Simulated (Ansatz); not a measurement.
Take W in the bcc (W type) structure (space group Im-3m, No. 229; a = 3.184 Å) as the base.

Structures relaxed with PBE, PAW, 420 eV (Ansatz, a first-principles code; spin-orbit coupling left out), earlier PAW set.

Base:

Simulated powder pattern, Cu Kα, λ = 1.54184 Å (kinematic, ideal powder, no thermal factors, no anomalous dispersion; the 14 strongest lines at most, above 2 %, up to 2θ = 90°):

| 2θ (°) | I/Imax (%) | hkl |
|---|---|---|
| 40.05 | 100 | (110) |
| 57.93 | 17 | (200) |
| 72.76 | 36 | (211) |
| 86.46 | 12 | (220) |

The change: a hydrostatic pressure of 22.5 GPa.

Problem. Where do the lines fall after the change?

Solution. 
Simulated powder pattern, Cu Kα, λ = 1.54184 Å (kinematic, ideal powder, no thermal factors, no anomalous dispersion; the 14 strongest lines at most, above 2 %, up to 2θ = 90°):

```tsv
2θ (°)	I/Imax (%)	hkl
40.96	100	(110)
59.32	17	(200)
74.61	36	(211)
88.82	12	(220)
```

The indices refer to the base's conventional cell; one index is shown for lines that coincide.

Load acts through the strain it causes; cell and atoms are relaxed under it. No phonon test of stability was made. Competing high-pressure phases were not computed. All final runs are without spin polarisation.
